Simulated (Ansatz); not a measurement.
Output of an Ansatz run (abridged):

```
WARN ansatz: RAYON_NUM_THREADS=1 ignored (pool sized by the plan → 1); use --threads N
Pseudopotentials: kind: paw
Pseudopotential: Cs, paw, valence charge 9
Pseudopotential: O, paw, valence charge 6
Crystal: 6 atoms, lattice volume = 306.594 Å³
Basis set: ecut = 930 eV, 19837 PW (Γ), exchange–correlation on 150×150×150 points (8 copies of the dense FFT grid, shifted against one another)
Bands: 30, of which v1, the nominal top of the filled ones, is band 24 counted from 1 (23 counted from 0)
Symmetry: 48 space group operations
Space group: Pn-3m (ITA 224), of the structure as read, at distance tolerance 6.7e-5 Å
k-points: 4 of 27
Initial density: superposition of atomic densities (chi_scale 0.1, normalization cell, long waves kept (reshape's long-wave potential 0.00 eV rms))
Initial wavefunctions: pseudopotential atomic-orbital guess
Eigensolver: davidson
Functional: x = pbe(κ = 0.804, μ = 0.2195149727645171), c = pbe(β = 0.06672455060314922)
SCF iter   1: F=—  HF=-23922.194305 eV  |F-HF|=—  |Δ(HF+E_count)|=         —  Δρ=1.15e-1  dr2=4.95e1  ethr=3.10e-3  ⟨swp⟩=28.2  Hψ=1514  notcnv=0
all-band conjugate gradients solve this SCF's bands
preconditioner: auto → Resta (q_TF=auto, 2.003 Å⁻¹)
SCF iter   2: F=—  HF=-23918.663051 eV  |F-HF|=—  |Δ(HF+E_count)|=    3.53e0  Δρ=1.78e-2  dr2=2.98e0  ethr=3.10e-3  ⟨swp⟩=6.8  Hψ=447  notcnv=0  defer=6
SCF iter   3: F=—  HF=-23918.308757 eV  |F-HF|=—  |Δ(HF+E_count)|=   3.54e-1  Δρ=1.11e-2  dr2=1.34e0  ethr=3.10e-3  ⟨swp⟩=3.8  Hψ=212  notcnv=0  defer=4
SCF iter   4: F=—  HF=-23918.216525 eV  |F-HF|=—  |Δ(HF+E_count)|=   9.22e-2  Δρ=8.15e-3  dr2=3.52e-1  ethr=2.80e-3  ⟨swp⟩=7.0  Hψ=306  notcnv=0  defer=5
SCF iter   5: F=—  HF=-23918.203034 eV  |F-HF|=—  |Δ(HF+E_count)|=   1.35e-2  Δρ=9.40e-4  dr2=2.25e-3  ethr=7.34e-4  ⟨swp⟩=4.8  Hψ=287  notcnv=0  defer=6
SCF iter   6: F=—  HF=-23918.207273 eV  |F-HF|=—  |Δ(HF+E_count)|=   4.24e-3  Δρ=1.32e-3  dr2=8.17e-3  ethr=4.70e-6  ⟨swp⟩=4.8  Hψ=383  notcnv=0  defer=6
SCF iter   7: F=—  HF=-23918.206762 eV  |F-HF|=—  |Δ(HF+E_count)|=   5.11e-4  Δρ=5.92e-4  dr2=2.05e-3  ethr=4.70e-6  ⟨swp⟩=2.5  Hψ=152  notcnv=0  defer=6
SCF iter   8: F=—  HF=-23918.206592 eV  |F-HF|=—  |Δ(HF+E_count)|=   1.70e-4  Δρ=1.48e-4  dr2=1.59e-4  ethr=4.27e-6  ⟨swp⟩=3.2  Hψ=181  notcnv=0  defer=6
SCF iter   9: F=—  HF=-23918.206605 eV  |F-HF|=—  |Δ(HF+E_count)|=   1.31e-5  Δρ=2.61e-5  dr2=2.45e-6  ethr=3.32e-7  ⟨swp⟩=4.8  Hψ=302  notcnv=0  defer=6
SCF iter  10: F=—  HF=-23918.206729 eV  |F-HF|=—  |Δ(HF+E_count)|=   1.24e-4  Δρ=5.03e-6  dr2=1.24e-7  ethr=5.10e-9  ⟨swp⟩=5.2  Hψ=359  notcnv=0  defer=6
SCF iter  11: F=-23918.206729 eV  HF=-23918.206729 eV  |F-HF|=2.91e-9  |Δ(HF+E_count)|=   1.77e-8  Δρ=1.53e-6  dr2=1.05e-8  ethr=2.08e-10  ⟨swp⟩=26.2  Hψ=1145  notcnv=0
SCF 1 converged in 11 iterations: F = -23918.206729 eV  dr2 = 1.05e-8
SCF converged after 11 iterations
Free energy (F): -23918.206729 eV
Harris-Foulkes:  -23918.206729 eV  (|F-HF|=2.91e-9)
Internal energy: -23918.203789 eV  (E = F + TS)
E sigma→0 (E₀):  -23918.205259 eV
Entropy (-TS):   -0.002940 eV (-0.490 meV/atom)
Fermi energy:    3.741506 eV
--- Per-component energies (eV) ---
  E_band       = -285.520094
  E_kinetic    = 999.949003
  E_local      = -2405.947622  (includes V_loc(G=0)·N_el)
  E_nonlocal   = 164.771100
  E_hartree    = 900.592677
  E_xc         = -647.916238
  E_vxc        = -651.093666  (∫ρ·V_xc dr)
  E_paw        = -20878.795810  (= ΣΔE_a)
  E_vpaw       = -194.386811  (= ΣTr[D̂ρ^β])
  E_aug_tail   = -0.000005  (compensation charges beyond the density's cutoff)
  E_ewald      = -2050.856895
  E_smearing   = -0.002940  (= −TS)
  E_closure    = -0.000000  (closes the sum)
  Σ components = -23918.206729   (vs F -23918.206729, Δ=0.00e0)
--- Forces (eV/Å), atoms counted from 1 ---
  atom   1  Cs     0.00000000    -0.00000000     0.00000000
   [... zero for the other atoms too ...]
  max |Σ_I F_I| component: 1.73e-18 eV/Å
--- Stress (GPa, compression-positive) ---
       -1.049163       0.000000       0.000000
        0.000000      -1.049163       0.000000
        0.000000       0.000000      -1.049163
  P = ⅓ Tr σ = -1.0492 GPa (-10.492 kbar)
  The stress holds the Pulay correction. Without it, at fixed plane waves, as pw.x and ABINIT print it: P = -1.0496 GPa
--- Band table (eV) ---
  k-point 0: bands = ["-18.6805", "-18.6162", "-18.6162", "-18.6162", "-11.1001", "-10.9183", "-5.9640", "-5.9640", "-5.6813", "-5.6813", "-5.6813", "-5.5717", "-5.5717", "-5.5717", "-5.0586", "-5.0586", "-5.0586", "-4.8137", "2.7887", "2.7887", [...]
  k-point 1: bands = ["-18.6645", "-18.6324", "-18.6161", "-18.6161", "-11.0558", "-10.9650", "-5.8962", "-5.8716", "-5.7550", "-5.6740", "-5.6661", "-5.6661", "-5.5831", "-5.5831", "-5.0725", "-5.0725", "-5.0049", "-4.8802", "2.9679", "2.9679", [...]
  k-point 2: bands = ["-18.6525", "-18.6299", "-18.6266", "-18.6200", "-11.0336", "-10.9882", "-5.8758", "-5.8377", "-5.8104", "-5.7243", "-5.6732", "-5.6200", "-5.6078", "-5.5661", "-5.0731", "-5.0617", "-4.9840", "-4.9124", "2.9234", "3.0126", [...]
  k-point 3: bands = ["-18.6449", "-18.6309", "-18.6265", "-18.6265", "-11.0717", "-10.9495", "-5.9328", "-5.9328", "-5.8727", "-5.6349", "-5.6349", "-5.5957", "-5.5628", "-5.5628", "-5.0559", "-5.0559", "-5.0199", "-4.8801", "2.9304", "2.9304", [...]
```

The structure:

```xyz
6
Lattice="6.7430 0.0000 0.0000 0.0000 6.7430 0.0000 0.0000 0.0000 6.7430" Properties=species:S:1:pos:R:3 pbc="T T T"
Cs     5.0573     5.0573     5.0573
Cs     5.0573     1.6858     1.6858
Cs     1.6858     5.0573     1.6858
Cs     1.6858     1.6858     5.0573
O      0.0000     0.0000     0.0000
O      3.3715     3.3715     3.3715
```

Q: What input produced this log?

A: Other spellings and defaults could give the same log, and not every line can be read from it. The input that was run (DFT, PBE, plane waves, harder PAW files (source: ansatz)):

Ansatz 0.2 input:
```yaml
# Cs2O
crystal:
  lattice:
    - [6.743023, 0.000000, 0.000000]
    - [0.000000, 6.743023, 0.000000]
    - [0.000000, 0.000000, 6.743023]
  atoms:
    - { symbol: Cs, position: [0.750000, 0.750000, 0.750000] }
    - { symbol: Cs, position: [0.750000, 0.250000, 0.250000] }
    - { symbol: Cs, position: [0.250000, 0.750000, 0.250000] }
    - { symbol: Cs, position: [0.250000, 0.250000, 0.750000] }
    - { symbol: O, position: [0.000000, 0.000000, 0.000000] }
    - { symbol: O, position: [0.500000, 0.500000, 0.500000] }
basis:
  ecutwfc: 930.0 eV
kpoints:
  mp_grid: { grid: [3, 3, 3] }
hamiltonian:
  xc: pbe
  pseudopotentials: { kind: paw, source: ansatz }
scf:
  occupations: { method: gaussian, width: 0.05 eV }
output:
  forces: true
  eigenvalues: true
  stress: true
```

The starting cell was generated: these elements placed on a structure prototype, without a prior relaxation; it need not be a known phase or ordering of this composition. Its lattice was rescaled by a random factor within 2.5 % of one. Ansatz's pressure includes its estimate of the finite-basis (Pulay) stress. The run gives no clean gap (levels at the Fermi energy touch, overlap or are partly filled at this smearing), which alone does not show that the compound is a metal.

Ansatz is an electronic-structure program.
